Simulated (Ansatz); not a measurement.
Method: PBE (plane waves to 420 eV, PAW; Ansatz, an electronic-structure program).

Plane-averaged electrostatic potential energy along the normal, in eV from the Fermi level, for Ru on the 1x1 (0001) surface of hcp Co, ferromagnetic, one in a 2x2 cell, started at the site 'hollow Co-Co-Co':

| z (Å) | V (eV) |
|---|---|
| 5.38 | 4.95 |
| 5.67 | 4.95 |
| 5.95 | 4.95 |
| 6.23 | 4.95 |
| 6.52 | 4.94 |
| 6.80 | 4.93 |
| 7.08 | 4.90 |
| 7.37 | 4.84 |
| 7.65 | 4.72 |
| 7.93 | 4.48 |
| 8.22 | 3.99 |
| 8.50 | 2.97 |
| 8.78 | 0.87 |
| 9.07 | -4.87 |
| 9.35 | -13.73 |
| 9.63 | -19.74 |
| 9.92 | -19.45 |
| 10.20 | -13.07 |
| 10.48 | -4.75 |
| 10.77 | -1.56 |
| 11.05 | -6.25 |
| 11.33 | -14.76 |
| 11.62 | -20.17 |
| 11.90 | -19.14 |
| 12.18 | -12.21 |
| 12.47 | -3.83 |
| 12.75 | -0.66 |
| 13.03 | -4.15 |
| 13.32 | -12.53 |
| 13.60 | -19.22 |
| 13.88 | -19.94 |
| 14.17 | -14.34 |
| 14.45 | -5.85 |
| 14.73 | -1.24 |
| 15.02 | -3.87 |
| 15.30 | -11.82 |
| 15.58 | -18.79 |
| 15.87 | -20.11 |
| 16.15 | -15.07 |
| 16.43 | -6.70 |
| 16.72 | -1.35 |
| 17.00 | -1.76 |
| 17.28 | -4.15 |
| 17.57 | -5.36 |
| 17.85 | -4.05 |
| 18.13 | -1.04 |
| 18.42 | 1.62 |
| 18.70 | 2.72 |
| 18.98 | 3.18 |
| 19.27 | 3.41 |
| 19.55 | 3.52 |
| 19.83 | 3.57 |
| 20.12 | 3.60 |
| 20.40 | 3.62 |
| 20.68 | 3.63 |
| 20.97 | 3.63 |
| 21.25 | 3.63 |
| 21.53 | 3.63 |
| 21.82 | 3.63 |

Model: 17-atom slab, 6.0 Å thick at the start under the adsorbate (thin: gaps and levels are the slab's own), 7x7x1 mesh, Fermi-Dirac 0.1 eV, dipole correction, 8 atoms held, the rest relaxed; held to the start's symmetry, so lower structures may exist; spin-polarised, no spin-orbit, no U, no dispersion correction. At the end it is bonded to 3 Co. In PBE it is, or lies within 0.03 eV of, the lowest of the starts that converged.

Task: The surface cell has an area of 21.53 Å². What dipole along the normal does the step between the two vacuum levels imply?

Result: the top vacuum level lies 1.32 eV below the bottom one; p = −ε₀ A ΔV (ε₀ = 0.005526 e/(V·Å)) gives 0.16 e·Å a cell.
